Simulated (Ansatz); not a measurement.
An Ansatz (a first-principles code) input (PBEsol-D3(BJ), PAW, 420 eV (Ansatz; no spin-orbit coupling)):

Ansatz 0.2 input:
```yaml
crystal:
  lattice:
    - [3.0881773868, 0, 0]
    - [1.5440886934, 2.6744400683, 0]
    - [0, 0, 4.7701683126]
  atoms:
    - { symbol: N, position: [0, 0, 0] }
    - { symbol: Ta, position: [0.3333333333, 0.3333333333, 0.2552292374] }
    - { symbol: Ta, position: [0.6666666667, 0.6666666667, 0.7447707626] }
basis: { ecutwfc: 420, ecutrho_ratio: 4, xc_grid: 2, fft_grid_basis: typed }
kpoints: { mp_grid: { grid: [22, 22, 12] } }
hamiltonian:
  xc: pbesol
  dispersion: d3bj
  pseudopotentials: { kind: paw }
scf: { occupations: { method: fermi_dirac, width: 0.1 } }
relax: { f_tol: 0.005, max_steps: 50, cell: { stress_tol: 0.01, fix: [a, b, gamma] } }
output: { forces: true, stress: true }
checkpoint: { write: state.ck, write_every: 1000 }
```

Q: Which symmetry and how many k-points will the program report, and about how many plane waves at Γ?

A: Space group P-3m1 (ITA 164) with 12 operations, k-points 564 of 5808, and 759 plane waves at Γ.

Q: And the final pressure?

A: -3.19 GPa (compression positive).

The cells carry an imposed strain or load. Whether these cells are dynamically stable was not tested. All final runs are without spin polarisation. The cell was made from Ta2N in the anti-CdI2 type structure (space group P-3m1, No. 164) by this change: biaxial strain +1.23 %, plane normal [001], relaxed out of plane.
